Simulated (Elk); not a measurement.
Band structure of SiC (P6_3mc, 4 atoms in the cell).

```xyz
4
Lattice="3.0206 0.0000 0.0000 -1.5103 2.6160 0.0000 0.0000 0.0000 4.9585" Properties=species:S:1:pos:R:3 pbc="T T T"
Si     0.0000     1.7440     2.4773
Si     1.5103     0.8720     4.9565
C      0.0000     1.7440     4.3406
C      1.5103     0.8720     1.8614
```

Level of theory: PBE, all-electron FP-LAPW, Elk's shipped species files, default APW+lo basis run with Elk.

Settings: xctype = 20; rgkmax = 7; stype = 0; swidth = 0.0001 Ha; ngridk = 13 13 7.

The starting cell comes from a database of computed structures (which also holds hypothetical and non-ambient phases and stackings), without a prior relaxation at this level. Its lattice was rescaled by a random factor within 2.5 % of one. Values depend on the basis (sphere radii, cutoffs, local orbitals), which need not be converged.

Levels in eV from the Fermi level, bands 5 to 12:
```json
[
 {"point": "Γ", "5": "-1.37", "6": "-0.12", "7": "-0.01", "8": "-0.01", "9": "5.30", "10": "6.76", "11": "7.00", "12": "7.00"},
 {"point": "M", "5": "-5.66", "6": "-3.48", "7": "-3.47", "8": "-1.24", "9": "2.88", "10": "4.34", "11": "7.34", "12": "7.45"},
 {"point": "K", "5": "-6.34", "6": "-4.24", "7": "-4.24", "8": "-4.04", "9": "2.18", "10": "8.59", "11": "9.36", "12": "9.36"},
 {"point": "A", "5": "-0.74", "6": "-0.74", "7": "-0.74", "8": "-0.74", "9": "6.38", "10": "6.38", "11": "7.71", "12": "7.71"},
 {"point": "L", "5": "-2.55", "6": "-2.55", "7": "-2.42", "8": "-2.42", "9": "3.41", "10": "3.41", "11": "5.55", "12": "5.55"},
 {"point": "H", "5": "-5.95", "6": "-5.95", "7": "-1.80", "8": "-1.80", "9": "5.40", "10": "5.40", "11": "6.21", "12": "6.21"}
]
```
